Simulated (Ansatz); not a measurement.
A computed series for SnO2: pressure series

Consider SnO₂ in the rutile structure (space group P4_2/mnm, No. 136; a = 4.760 Å, c = 3.201 Å).

Cell and atoms are relaxed at each pressure.

Computed with Ansatz (a program for electronic structure) r2SCAN, without spin-orbit coupling.

```json
[
 {"P (GPa)": "-2.00", "V (Å³/atom)": "12.210"},
 {"P (GPa)": "-1.00", "V (Å³/atom)": "12.147"},
 {"P (GPa)": "1.80", "V (Å³/atom)": "11.982"},
 {"P (GPa)": "4.20", "V (Å³/atom)": "11.851"},
 {"P (GPa)": "9.00", "V (Å³/atom)": "11.613"},
 {"P (GPa)": "18.00", "V (Å³/atom)": "11.229"},
 {"P (GPa)": "30.00", "V (Å³/atom)": "10.807"},
 {"P (GPa)": "45.00", "V (Å³/atom)": "10.377"},
 {"P (GPa)": "60.00", "V (Å³/atom)": "10.019"}
]
```

Q: Fit a third-order Birch–Murnaghan equation of state.

A: Least squares on P(V) = (3B₀/2)[(V₀/V)^(7/3) − (V₀/V)^(5/3)]·[1 + (3/4)(B₀′ − 4)((V₀/V)^(2/3) − 1)] gives V₀ = 12.09 Å³/atom, B₀ = 207 GPa and B₀′ = 4.6.

Measured bulk modulus of SnO2: 212 GPa (temperature not stated; as listed in Cormac Toher et al., Physical Review Materials (2017)); the computed value is for a static lattice, so the two differ by thermal effects too.

Between the base and pressure 18 GPa the gap moves from 1.77 eV to 2.63 eV, a mean slope of 48 meV/GPa.

Load acts through the strain it causes; cell and atoms are relaxed under it. Whether these cells are dynamically stable was not tested. No other phases were tried under pressure.
